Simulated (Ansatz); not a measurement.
K_Li in ferroelectric LiNbO3: one set of geometries, relaxed with PBE, evaluated in Ansatz (PAW, plane waves to 420 eV, 500 eV under r2SCAN) with PBE, r2SCAN.

Details: 120-site cell; 2×2×2 Γ-centred k-points; start: the Li site; charged states image-corrected; finite-size errors of tenths of an eV; flagged in the runs: a host whose relaxation on this sampling wasn't shown to rest, a strain field that reaches the edge of the cell.

```csv
quantity,PBE,r2SCAN
host gap (eV),3.53,(withheld)
ε(+1/0) above the VBM (eV),0.18,(withheld)
largest moment on one atom at charge +1 (μB),0.38,(withheld)
"neutral formation energy against bcc K, bcc Li (eV)",2.05,(withheld)
```

Given the lower rungs, what does r2SCAN give?


- host gap (eV), r2SCAN: 3.94
- ε(+1/0) above the VBM (eV), r2SCAN: 0.36
- largest moment on one atom at charge +1 (μB), r2SCAN: 0.42
- neutral formation energy against bcc K, bcc Li (eV), r2SCAN: 1.73

Ansatz is a program for electronic structure.
